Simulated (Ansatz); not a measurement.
**TiTe2: biaxial strain −1.92 %, plane normal [001], relaxed out of plane**

Take TiTe$_{2}$ in the CdI2 type structure (space group P-3m1, No. 164; a = 3.618 Å, c = 6.225 Å; layered, stacked along the Cartesian z axis) as the base. Axes: x lies along a and z along c of the hexagonal cell.

Now apply this change: compressive biaxial strain of 1.92 % in the plane normal to [001], as in epitaxy on a mismatched substrate; the out-of-plane cell vector and the atoms relax.

Level of theory: PBEsol-D3(BJ), PAW, 420 eV (Ansatz, an electronic-structure program; no SOC). k-mesh 15×15×8 (Γ-centred); smearing 0.05 eV (Fermi–Dirac).

The volume per atom falls by 0.585 Å³ to 22.93 Å³ and the shortest interatomic distance decreases by 0.011 Å, from 2.712 Å to 2.701 Å. The pressure (mean of the normal stresses, compression positive) goes from zero to 1.6 GPa and the band gap is still zero. The out-of-plane strain comes out as +1.37 % (rough).

Final structure (turned so that z lies along the plane normal):

```yaml
crystal:
  lattice:
    - [3.54829, 0.00000, 0.00000]
    - [1.77415, 3.07291, 0.00000]
    - [0.00000, 0.00000, 6.31005]
  atoms:
    - { symbol: Ti, position: [0.00000, 0.00000, 0.00000] }
    - { symbol: Te, position: [0.33333, 0.33333, 0.27899] }
    - { symbol: Te, position: [0.66667, 0.66667, 0.72101] }
```

Without a gap, meshes like the base's 15×15×8 leave anisotropic stresses uncertain by several tenths of a GPa, and small strain energies with them. No phonon test of stability was made. The final runs are not spin-polarised.
